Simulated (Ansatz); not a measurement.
System: BSi6As (model structure, I-42m, No. 121, 8 atoms in the cell). Method: PBEsol (Ansatz, a first-principles code, PAW).

Settings: plane-wave cutoff 520 eV, 10×10×10 k mesh, Fermi–Dirac smearing 0.01 eV, scalar-relativistic PAW data made under PBE.

Cell (relaxed at this level):

```xyz
8
Lattice="-2.6254 2.6254 5.2428 2.6254 -2.6254 5.2428 2.6254 2.6254 -5.2428" Properties=species:S:1:pos:R:3 pbc="T T T"
B      0.0000     0.0000     0.0000
Si     1.1401     1.1401     1.2332
Si     0.0000     2.6254     2.6214
Si     1.4853    -1.4853     4.0096
Si     2.6254     0.0000     2.6214
Si    -1.4853     1.4853     4.0096
As     0.0000     0.0000     5.2428
Si     1.4853     1.4853     6.4760
```

### Question
Give the computed bulk modulus B0.

### Answer

bulk modulus B0: 101 GPa

The run finds no gap.

Note: the bulk modulus is −V dP/dV from two relaxed cells at ±2 % in volume; the relaxation could raise the start's symmetry but not lower it, so the cell can be a saddle point.

A model structure was made by putting elements into a prototype or built by hand; it is no filed structure, need not be a known phase, and can be a saddle point held by its symmetry.
